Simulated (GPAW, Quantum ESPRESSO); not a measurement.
A Quantum ESPRESSO input for a self-consistent single point of HfAl5Ni2 (I4/mmm, 8 atoms in the cell) (DFT, LDA (PZ), plane waves, PSlibrary PAW (LDA) pseudopotentials):

```fortran
&CONTROL
   calculation = 'scf'
   prefix = 'scf'
   outdir = './out'
   pseudo_dir = './'
   tprnfor = .true.
   tstress = .true.
/
&SYSTEM
   ibrav = 0
   nat = 8
   ntyp = 3
   ecutwfc = 55
   ecutrho = 330
   occupations = 'smearing'
   smearing = 'fd'
   degauss = 0.0073499
/
&ELECTRONS
   conv_thr = 1.0d-10
   mixing_beta = 0.3
/
ATOMIC_SPECIES
Hf   178.4900  Hf.pz-spn-kjpaw_psl.1.0.0.UPF
Al    26.9815  Al.pz-n-kjpaw_psl.1.0.0.UPF
Ni    58.6934  Ni.pz-n-kjpaw_psl.1.0.0.UPF
ATOMIC_POSITIONS {alat}
Hf    0.0000000000    0.0000000000    0.0000000000
Al    0.0000000000    0.2574542920    0.2745467954
Al    0.2574542920    0.0000000000    0.6568148825
Al    0.2574542920    0.0000000000    0.2745467954
Al    0.0000000000    0.2574542920    0.6568148825
Al    0.0000000000    0.0000000000    0.9313616779
Ni    0.0000000000    0.0000000000    0.4472026233
Ni    0.0000000000    0.0000000000    1.4155207326
K_POINTS {automatic}
7 7 7  0 0 0
CELL_PARAMETERS {angstrom}
  -1.9900800000     1.9900800000     7.1992750000
   1.9900800000    -1.9900800000     7.1992750000
   1.9900800000     1.9900800000    -7.1992750000
```

Q: Write the same calculation as an input for GPAW.

A: One input that does it (others would too):

```python
from ase import Atoms
from ase.units import GPa
from gpaw import GPAW, PW, FermiDirac

atoms = Atoms(['Hf', 'Al', 'Al', 'Al', 'Al', 'Al', 'Ni', 'Ni'],
              cell=[[-1.990080, 1.990080, 7.199275],
                    [1.990080, -1.990080, 7.199275],
                    [1.990080, 1.990080, -7.199275]],
              scaled_positions=[[0.000000, 0.000000, 0.000000],
                                [0.647390, 0.147390, 0.500000],
                                [0.352610, 0.852610, 0.500000],
                                [0.147390, 0.647390, 0.500000],
                                [0.852610, 0.352610, 0.500000],
                                [0.500000, 0.500000, 0.000000],
                                [0.240080, 0.240080, 0.000000],
                                [0.759920, 0.759920, 0.000000]],
              pbc=True)

calc = GPAW(mode=PW(800),
            xc='LDA',
            kpts=(7, 7, 7),
            occupations=FermiDirac(0.1),
            nbands=-12,
            convergence={'density': 1e-05, 'energy': 1e-05},
            symmetry={'symmorphic': False, 'tolerance': 0.0005},
            maxiter=120)

atoms.calc = calc

energy = atoms.get_potential_energy()
print('Energy (eV):', round(energy, 6))
forces = atoms.get_forces()
print('Forces (eV/Ang):')
print(forces.round(5))
stress = atoms.get_stress()
print('Stress (GPa, Voigt):', (stress / GPa).round(4))
```

Basis, cutoffs, solver keys and any potentials are the target program's own. This input uses DFT LDA (Perdew-Wang 92), plane waves, GPAW PAW datasets LDA (gpaw-data 1.0.1). LDA parametrisations can differ slightly between programs.

The starting cell comes from a database of computed structures (which also holds hypothetical and non-ambient phases and stackings), without a prior relaxation at this level.
